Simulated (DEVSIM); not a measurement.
Structure: abrupt Si p-n junction, at 300 K.

| layer (left to right) | material | thickness (μm) | Nd (cm⁻³) | Na (cm⁻³) | τn (s) | τp (s) |
|---|---|---|---|---|---|---|
| 1 | Si | 0.0700 | - | 9.5e17 | 8.5e-6 | 8.5e-6 |
| 2 | Si | 1.60 | 6.2e16 | - | 8.5e-6 | 8.5e-6 |

Left contact: ohmic. Right contact: ohmic. Voltage is applied to the left contact. Recombination: SRH at mid-gap, Auger. Mobility is μmin + (μ − μmin)/(1 + (N/Nref)^α).

Constants are typed, rounded textbook-type inputs, not results; the design itself was drawn at random and stands for no fabricated device. Values at 300 K.

```
parameter           Si
-------------  -------
gap (eV)         1.124
affinity (eV)     4.05
permittivity      11.7
Nc (cm⁻³)      2.86e19
Nv (cm⁻³)       3.1e19
μn (cm²/Vs)       1417
μp (cm²/Vs)        470
μn,min              52
μp,min              45
Nref,n          9.7e16
Nref,p          2.2e17
αn                0.68
αp                0.72
Cn (cm⁶/s)     2.8e-31
Cp (cm⁶/s)     9.9e-32
```

Simulated with DEVSIM: 1D drift-diffusion, Boltzmann statistics, complete ionisation; no tunnelling, impact ionisation, image-force lowering or self-heating.

Q: Give the dark reverse current.

A: 
```json
[
 {"V (V)": "-0.04", "J (A/cm²)": "-1.1e-10"},
 {"V (V)": "-0.10", "J (A/cm²)": "-1.9e-10"},
 {"V (V)": "-0.20", "J (A/cm²)": "-3.0e-10"},
 {"V (V)": "-0.30", "J (A/cm²)": "-3.9e-10"},
 {"V (V)": "-0.40", "J (A/cm²)": "-4.7e-10"},
 {"V (V)": "-0.60", "J (A/cm²)": "-6.3e-10"},
 {"V (V)": "-0.80", "J (A/cm²)": "-7.7e-10"},
 {"V (V)": "-1.00", "J (A/cm²)": "-9.0e-10"},
 {"V (V)": "-1.30", "J (A/cm²)": "-1.1e-9"},
 {"V (V)": "-1.60", "J (A/cm²)": "-1.2e-9"},
 {"V (V)": "-2.00", "J (A/cm²)": "-1.4e-9"}
]
```
